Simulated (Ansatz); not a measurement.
Variants of one calculation on PdSO₄ (C2/c, 12 atoms in the cell)

```
PdSO4
1.0
    3.80845    -3.23388     0.00000
    3.80845     3.23388     0.00000
   -1.46825     0.00000     7.77160
Pd S O
2 2 8
Cartesian
  1.17010  -1.61694   3.88580
  1.90422   1.61694   0.00000
  3.44139  -2.75371   1.94290
  2.70726   2.75371   5.82870
  6.01368  -0.34997   1.62846
  0.13497   0.34997   6.14314
  0.86909  -0.34997   2.25734
  5.27956   0.34997   5.51426
  3.05215   1.89001   4.62325
  3.09650  -1.89001   3.14835
  2.36237   1.89001   7.03416
  3.78627  -1.89001   0.73745
```

Base run A: LDA (PW92), default PAW files made with PBE (Ansatz, a quantum-chemistry and plane-wave program), self-consistent single point.

Its settings: basis.ecutwfc = 420 eV; kpoints.mp_grid.grid = 3 3 2; hamiltonian.xc = lda; hamiltonian.pseudopotentials = {kind: paw} (the program's default PAW files); scf.occupations.method = fixed.

The starting cell comes from a database of computed structures (which also holds hypothetical and non-ambient phases and stackings), without a prior relaxation at this level. Its lattice was rescaled by a random factor within 2.5 % of one. In the base run, with a pressure of about -12 GPa the cell is away from its equilibrium volume at this level. In the base run, forces exceed 1 eV/Å. Ansatz's pressure includes its estimate of the finite-basis (Pulay) stress. Another mesh or the band path of this cell gives a smaller gap, so this value is not converged in the mesh.

ΔF is the free energy per atom less that of run A. 

Runs C sample the zone with one or two k-points, far too few for so small a cell.

Runs:
- B: kpoints.mp_grid.grid: 3 3 2 → 9 9 6
- C: kpoints.mp_grid.grid: 3 3 2 → 1 1 1
- D: scf.mixing.algorithm: default (the program chose MSR1) → msr1; scf.mixing.ndim: default → 4
- E: scf.mixing.algorithm: default (the program chose MSR1) → broyden; scf.mixing.beta: default → 0.5

```
run  ΔF (meV/atom)  pressure (GPa)  largest force (eV/Å)  gap on the mesh (eV)  k-points
---  -------------  --------------  --------------------  --------------------  --------
A             0.00          -12.46                 1.322                 0.903         8
B            -0.05          -12.46                 1.320                 0.807       140
C             76.9          -12.66                 1.618                 1.110         1
D             0.00          -12.46                 1.322                 0.903         8
E             0.00          -12.46                 1.322                 0.903         8
```

Run C against A: The free energy rises by 76.9 meV/atom, the pressure goes from -12.46 to -12.66 GPa, the largest force goes from 1.322 to 1.618 eV/Å and the gap on the mesh goes from 0.903 to 1.110 eV.

Run B against A: The free energy hardly moves (within 1 meV/atom), the pressure stays at -12.46 GPa, the largest force moves little (1.322 to 1.320 eV/Å) and the gap on the mesh goes from 0.903 to 0.807 eV.

Keys are those of Ansatz 0.2.
